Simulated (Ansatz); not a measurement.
Base system: HfO$_{2}$ (space group P4_2/nmc, No. 137).

```yaml
crystal:
  lattice:
    - [3.57678, 0.00000, 0.00000]
    - [0.00000, 3.57678, 0.00000]
    - [0.00000, 0.00000, 5.20264]
  atoms:
    - { symbol: Hf, position: [0.00000, 0.00000, 0.00000] }
    - { symbol: Hf, position: [0.50000, 0.50000, 0.50000] }
    - { symbol: O, position: [0.00000, 0.50000, 0.19616] }
    - { symbol: O, position: [0.00000, 0.50000, 0.69616] }
    - { symbol: O, position: [0.50000, 0.00000, 0.30384] }
    - { symbol: O, position: [0.50000, 0.00000, 0.80384] }
```

Cartesian axes are those of the cell as printed.

Computed with r2SCAN in Ansatz (plane waves to 500 eV, PAW, spin-orbit coupling left out).

Before the change:

- Band gap = 5.27 eV

Now apply this change: uniaxial stress, 5 GPa tension along x; all other stress components relax to zero.

What happens to the energy relative to the base?

The energy rises by 3.8 meV/atom.

Predict the new band gap.

The band gap falls by 0.09 eV, from 5.27 eV to 5.18 eV.

What does the calculation give for the secant Young's modulus along x after the change?

The secant Young's modulus along x comes out as 230 GPa.

What does the calculation give for the mean lateral Poisson ratio after the change?

The mean lateral Poisson ratio amounts to 0.33.

Spin-orbit coupling, missing from the scalar runs, can matter with Hf. Load acts through the strain it causes; cell and atoms are relaxed under it. Beyond what the load breaks, stability against distortions was not tested. This is not the structure that HfO2 has at room temperature and ambient pressure.

Ansatz is a quantum-chemistry and plane-wave program.
